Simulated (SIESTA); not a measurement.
Band structure of Tc3Ir (P6_3/mmc, 8 atoms in the cell).

```yaml
crystal:
  lattice:
    - [5.49573, 0.00000, 0.00000]
    - [-2.74787, 4.75944, 0.00000]
    - [0.00000, 0.00000, 4.34201]
  atoms:
    - { symbol: Tc, position: [0.83969, 0.16031, 0.75000] }
    - { symbol: Tc, position: [0.16031, 0.83969, 0.25000] }
    - { symbol: Tc, position: [0.67938, 0.83969, 0.25000] }
    - { symbol: Tc, position: [0.32062, 0.16031, 0.75000] }
    - { symbol: Tc, position: [0.83969, 0.67938, 0.75000] }
    - { symbol: Tc, position: [0.16031, 0.32062, 0.25000] }
    - { symbol: Ir, position: [0.66667, 0.33333, 0.25000] }
    - { symbol: Ir, position: [0.33333, 0.66667, 0.75000] }
```

Computed with GGA PBEsol, numerical atomic orbitals DZP, PseudoDojo PBEsol standard norm-conserving potentials (rewritten from UPF to PSML) (SIESTA).

Settings: XC.functional = GGA; XC.authors = PBEsol; potentials = PseudoDojo PBEsol standard; PAO.BasisSize = DZP; PAO.EnergyShift = 0.01 Ry; MeshCutoff = 350 Ry; kgrid.MonkhorstPack = 5 5 5; OccupationFunction = FD; ElectronicTemperature = 0.05 eV; MaxSCFIterations = 150; SCF.Mixer.Method = Pulay; SCF.Mixer.Weight = 0.1; SCF.Mixer.History = 6; SCF.DM.Tolerance = 1.0E-04.

The starting cell comes from a database of computed structures (which also holds hypothetical and non-ambient phases and stackings), without a prior relaxation at this level. Spin-orbit coupling is off. Spin polarisation is off. Values carry the incompleteness of an atom-centred basis.

Levels in eV from the Fermi level, bands 59 to 64:
```csv
point,59,60,61,62,63,64
Γ,-0.76,-0.76,-0.75,-0.75,1.43,2.11
M,-0.93,-0.64,-0.34,-0.03,0.03,0.18
K,-0.62,-0.62,-0.40,-0.22,-0.22,0.65
A,0.67,0.67,1.03,1.03,1.03,1.03
L,-1.17,-1.17,-0.92,-0.92,-0.16,-0.16
H,-1.01,-1.01,-0.79,-0.79,-0.10,-0.10
```

Bands cross the Fermi level along this path, so the cell is metallic at this level.

Higher empty bands are left out: an atom-centred basis made for the valence describes them poorly.
